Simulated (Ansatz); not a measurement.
# A computed series for hypothetical zinc blende TlBr: pressure series

Start from TlBr in the zinc blende structure (space group F-43m, No. 216; a = 7.502 Å; a hypothetical phase, not in the database extracts checked).

Cell and atoms are relaxed at each pressure.

The values are results of Kohn–Sham DFT with the PBE functional, run in Ansatz (a quantum-chemistry and plane-wave program) with PAW and 420 eV plane waves, scalar-relativistic without spin-orbit coupling, not measurements.

For the base:

The band gap is 2.95 eV.

Q: The aim is a band gap between 1.85 eV and 2.01 eV. Which of these changes reaches it?
(A) pressure 60 GPa
(B) pressure 30 GPa
(C) pressure 9 GPa
(D) pressure 18 GPa

A: C, pressure 9 GPa. It gives 1.90 eV; pressure 30 GPa gives 0.53 eV; pressure 18 GPa gives 1.21 eV; pressure 60 GPa gives zero. Changes not listed may reach it too

A case with no gap was solved on a k-mesh chosen for an insulator, which is coarse for it. Spin-orbit coupling, missing from the scalar runs, can matter with Tl. Load acts through the strain it causes; cell and atoms are relaxed under it. No phonon test of stability was made. Competing high-pressure phases were not computed. The final runs are not spin-polarised. The zero or small gap of TlBr under pressure 60 GPa can change with the level of theory.
